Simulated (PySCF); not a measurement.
PySCF 2.14.0, PBE/def2-svp, df: V(NH)(Cl)2(OiPr) (CC(C)[O][V](=[NH])([Cl])[Cl]), 16 atoms. The geometry is a generated start, not checked to be a minimum at this level.

```yaml
task: energy
method: pbe
basis: def2-svp
two_electron_scheme: density fitting
mol.max_memory: 3000 MB
mf.max_cycle: 100
mf.init_guess: minao (default)
mf.DIIS: CDIIS (default)
mf.diis_space: 8 (default)
mf.conv_tol: 1e-09 (default)
mf.grids.level: 3 (default)
basis_functions: 177
grid_points: 207472
```

```xyz
16

V     -0.8687    -0.2746     1.8702
N     -1.6892    -1.6164     1.5879
H     -2.2056    -2.4494     1.3138
Cl     0.6940    -0.8226     3.0767
Cl    -2.0873     0.9324     2.9848
O     -0.3458     0.4471     0.5429
C      0.0339     0.5915    -0.7656
C      0.2276    -0.8042    -1.3724
C      1.3183     1.4254    -0.8435
H     -0.7778     1.1158    -1.3030
H      0.9981    -1.3332    -0.8092
H      0.5221    -0.7293    -2.4156
H     -0.7069    -1.3621    -1.2943
H      1.1510     2.4075    -0.4032
H      2.1115     0.9219    -0.2907
H      1.6248     1.5503    -1.8787
```

Charge 0 and multiplicity 1 are set for this test and not shown to be the ground state.

One run each on 2 threads, 1 BLAS thread. Values of level_shift (Hartree) tried: 0 (default), 0.1, 0.3, 1.

Q: Which value of level_shift (Hartree) needs the fewest Fock builds, and what happens away from it?

A: Fewest Fock builds: 0.1 with 15. The count rises to 63 at 1. All converge to one solution.

| level_shift (Hartree) | Fock builds | end |
|---|---|---|
| 0 (default) | 17 | same solution |
| 0.1 | 15 | same solution |
| 0.3 | 19 | same solution |
| 1 | 63 | same solution |
